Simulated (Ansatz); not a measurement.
Consider InSb in the zinc blende structure (space group F-43m, No. 216; a = 6.519 Å).

Method: PBEsol (Ansatz, a first-principles code; PAW; 420 eV plane waves; no spin-orbit coupling).

For the base:

The pressure is 0.0 GPa.

The change: an isotropic linear strain of +2.00 %; the atoms relax in the strained cell.

Q: What happens to the energy relative to the base and pressure?

A: The energy increases by 15 meV/atom; the pressure goes from zero to -2.2 GPa.

Whether these cells are dynamically stable was not tested. All final runs are without spin polarisation.
